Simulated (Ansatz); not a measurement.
One pseudomorphic plane of X on fcc Ir (100), continuing the host's stacking (six planes of the host, 1x1 cell of 7.49 Å², clean work function 5.55 eV). ΔE counts an X atom from its bulk element. E_seg is the energy of the plane on top less that of the same plane lying second, under one plane of the host, at equal numbers of atoms (made equal with bulk Ir); a negative value keeps X outside. χ is Pauling's electronegativity. These are constructed structures, held to the host's lattice; rows with a moment ran spin-polarised from parallel moments in the plane, the only order that a 1x1 cell holds, and a change of moment is part of their E_seg. Rows without one ran without spin, though stretched planes of other d metals may be magnetic.

Computed with PBE (plane waves to 420 eV, PAW; Ansatz, a quantum-chemistry and plane-wave program).

```csv
X,χ,ΔE (eV),Δφ (eV),E_seg (eV),"moment of the cell, X on top / second (μB)"
Mg,1.31,-1.14,-1.54,-0.65,–
Nb,1.60,-0.51,-0.89,0.78,–
Al,1.61,-1.31,-0.74,0.20,–
V,1.63,-0.38,-0.93,1.07,0.0 / 0.0
Zn,1.65,-1.03,-1.51,-1.02,–
Ga,1.81,-1.10,-0.59,-0.69,–
Co,1.88,-0.04,-1.20,-0.19,2.0 / 1.7
Ag,1.93,-0.48,?,-1.62,–
Sn,1.96,-0.53,-1.68,-1.58,–
Mo,2.16,0.01,-0.77,0.87,–
Ru,2.20,0.20,-0.56,0.34,–
Pt,2.28,-0.50,-0.06,–,–
W,2.36,0.28,-0.52,1.12,–
Au,2.54,-0.50,-0.34,-1.62,–
```

Problem. Fit a straight line of Δφ against χ to the other rows and predict the withheld value for Ag.

Solution. Least squares gives Δφ = -2.57 + (0.88) × χ, with a root-mean-square miss of 0.36 eV. For Ag, χ = 1.93 gives -0.87 eV; the run gave -1.10 eV, 0.23 eV away, 0.6 times that miss.

Work function. Over these 14 rows Δφ correlates with χ at r = 0.65. It runs from -1.68 eV (Sn) to -0.06 eV (Pt), that is from 3.87 to 5.49 eV in all.

Place. E_seg is below −0.05 eV, so that the full plane is lower on top, for Mg, Zn, Ga, Co, Ag, Sn, Au; above 0.05 eV, so that it is lower under one plane of the host, for Nb, Al, V, Mo, Ru, W.

ΔE is negative for Mg, Nb, Al, V, Zn, Ga, Co, Ag, Sn, Pt, Au: there the strained plane on this host is lower than the bare face and X's own bulk. Alloying within the plane, relief of strain and larger cells were not tried.
